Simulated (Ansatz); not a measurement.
Take V₃Si in the A15 (Cr3Si type) structure (space group Pm-3n, No. 223) as the base.

```
V3Si
1.0
    4.64951     0.00000     0.00000
    0.00000     4.64951     0.00000
    0.00000     0.00000     4.64951
V Si
6 2
Direct
  0.25000   0.00000   0.50000
  0.75000   0.00000   0.50000
  0.00000   0.50000   0.25000
  0.00000   0.50000   0.75000
  0.50000   0.25000   0.00000
  0.50000   0.75000   0.00000
  0.00000   0.00000   0.00000
  0.50000   0.50000   0.50000
```

Cartesian axes are those of the cell as printed.

Level of theory: Kohn–Sham DFT with the PBEsol functional, run in Ansatz (an electronic-structure program) with PAW and 420 eV plane waves, scalar-relativistic without spin-orbit coupling.

Strains are applied to the cell and any free atomic positions relax; under biaxial strain the out-of-plane vector relaxes too.

One change was made to it. Results:

The energy grows by 101 meV/atom; the pressure goes from zero to 27.7 GPa; the band gap is still zero.

Task: Name the change that was made.
(A) strain tensor (xx, yy, zz, yz, xz, xy) = (−0.99, +0.11, +0.01, +0.96, +0.28, −0.12) %
(B) isotropic strain −3.53 %
(C) isotropic strain +4.11 %
(D) biaxial strain −1.25 %, plane normal [110], relaxed out of plane

Result: B, isotropic strain −3.53 %. For comparison, the pressure in the other runs: strain tensor (xx, yy, zz, yz, xz, xy) = (−0.99, +0.11, +0.01, +0.96, +0.28, −0.12) % gives 1.9 GPa; biaxial strain −1.25 %, plane normal [110], relaxed out of plane gives 2.8 GPa; isotropic strain +4.11 % gives -19.6 GPa.

Without a gap, meshes like the base's 10×10×10 leave anisotropic stresses uncertain by several tenths of a GPa, and small strain energies with them. Whether these cells are dynamically stable was not tested. Starting moments died away, wholly or in part, for the base; another magnetic solution may exist. The final runs are not spin-polarised.
